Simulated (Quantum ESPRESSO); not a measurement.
Worked example: self-consistent single point of ScCu3 (I4/mmm, 4 atoms in the cell) in Quantum ESPRESSO.

Method: LDA (PZ), PSlibrary PAW (LDA) pseudopotentials (plane waves; Quantum ESPRESSO).

```
CELL_PARAMETERS angstrom
      1.90439    -1.90439     3.61919
      1.90439     1.90439     3.61919
     -1.90439    -1.90439     3.61919
ATOMIC_POSITIONS crystal
  Sc 0.00000 0.00000 0.00000
  Cu 0.50000 0.25000 0.75000
  Cu 0.50000 0.75000 0.25000
  Cu 0.00000 0.50000 0.50000
```

Reference input (self-consistent single point, DFT, PBEsol, plane waves, PSlibrary PAW (PBE) pseudopotentials): ecutwfc = 55 Ry; ecutrho = 440 Ry; occupations = smearing; smearing = fermi-dirac; degauss = 0.0099958 Ry; input_dft = pbesol; potentials = {Sc: Sc.pbe-spn-kjpaw_psl.1.0.0.UPF, Cu: Cu.pbe-dn-kjpaw_psl.1.0.0.UPF}; K_POINTS = automatic 10 10 10 0 0 0; conv_thr = 1e-10 Ry; mixing_beta = 0.7. This run's input differs from it in these lines:

```diff
@@ -19,3 +19,2 @@
   degauss = 0.0099958
-  input_dft = 'pbesol'
 /
@@ -26,4 +25,4 @@
 ATOMIC_SPECIES
-Sc    44.9559  Sc.pbe-spn-kjpaw_psl.1.0.0.UPF
-Cu    63.5460  Cu.pbe-dn-kjpaw_psl.1.0.0.UPF
+Sc    44.9559  Sc.pz-spn-kjpaw_psl.1.0.0.UPF
+Cu    63.5460  Cu.pz-dn-kjpaw_psl.1.0.0.UPF
 ATOMIC_POSITIONS {crystal}
```

Log, with long lists cut:

```
     Self-consistent Calculation

     iteration #  1     ecut=    55.00 Ry     beta= 0.70

     Threshold (ethr) on eigenvalues was too large:
     Diagonalizing with lowered threshold

     total energy              =    -777.08777123 Ry
     estimated scf accuracy    <       0.50962976 Ry

     iteration #  2     ecut=    55.00 Ry     beta= 0.70

     total energy              =    -777.14574914 Ry
     estimated scf accuracy    <       2.62757798 Ry

     iteration #  3     ecut=    55.00 Ry     beta= 0.70

     total energy              =    -777.41842281 Ry
     estimated scf accuracy    <       0.10348944 Ry

   [... 11 blocks of this kind left out ...]

     iteration # 15     ecut=    55.00 Ry     beta= 0.70

     total energy              =    -777.44374305 Ry
     estimated scf accuracy    <          3.7E-10 Ry

     iteration # 16     ecut=    55.00 Ry     beta= 0.70
     End of self-consistent calculation

     Number of k-points >= 100: set verbosity='high' to print the bands.

     the Fermi energy is    12.9716 ev

!    total energy              =    -777.44374305 Ry
     estimated scf accuracy    <          2.3E-11 Ry
     smearing contrib. (-TS)   =      -0.00805470 Ry
     internal energy E=F+TS    =    -777.43568835 Ry

     convergence has been achieved in  16 iterations

     Forces acting on atoms (cartesian axes, Ry/au):

     atom    1 type  1   force =     0.00000000    0.00000000   -0.00000000
   [... zero for the other atoms too ...]

     Total force =     0.000000     Total SCF correction =     0.000000

          total   stress  (Ry/bohr**3)                   (kbar)     P=      -10.41
  -0.00005945   0.00000000  -0.00000000           -8.75        0.00       -0.00
   0.00000000  -0.00005945   0.00000000            0.00       -8.75        0.00
   0.00000000  -0.00000000  -0.00009338            0.00       -0.00      -13.74

   JOB DONE.
```

The run converged in 16 iterations. Against the reference run the pressure goes from 4.29 to -1.04 GPa. The full log also holds: “c_bands:  2 eigenvalues not converged”. The full log also holds: “c_bands:  3 eigenvalues not converged”.

The starting cell comes from a database of computed structures (which also holds hypothetical and non-ambient phases and stackings), without a prior relaxation at this level. Its lattice was rescaled by a random factor within 2.5 % of one. Spin polarisation is off.

Cost on one core of a shared machine: roughly 4 min.
